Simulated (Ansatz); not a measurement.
**Hypothetical CsCl type VAs: pressure series**

Start from VAs in the CsCl type structure (space group Pm-3m, No. 221; a = 3.068 Å; a hypothetical phase, not in the database extracts checked).

Cell and atoms are relaxed at each pressure.

Method: Ansatz (an electronic-structure program) PBE, no spin-orbit coupling.

Two rows of this table had their results exchanged by mistake.

```csv
pressure,volume per atom (Å³),shortest distance (Å),band gap
pressure −2 GPa,14.64,2.669,zero
pressure −1 GPa,14.54,2.663,zero
pressure 0.3 GPa,14.41,2.655,zero
pressure 0.7 GPa,13.63,2.606,zero
pressure 1.5 GPa,14.30,2.649,zero
pressure 3 GPa,14.17,2.640,zero
pressure 5 GPa,14.00,2.630,zero
pressure 7.5 GPa,13.81,2.618,zero
pressure 10 GPa,14.38,2.653,zero
```

Which two?

The rows for pressure 0.7 GPa and pressure 10 GPa: the volume has to fall steadily with pressure, so 14.38 Å³ belongs to pressure 0.7 GPa and 13.63 Å³ to pressure 10 GPa.

Load acts through the strain it causes; cell and atoms are relaxed under it. Whether these cells are dynamically stable was not tested. No other phases were tried under pressure. Seeded moments were not kept for the base. The final runs are not spin-polarised. VAs has a high density of states at the Fermi level and may be magnetic at this level.
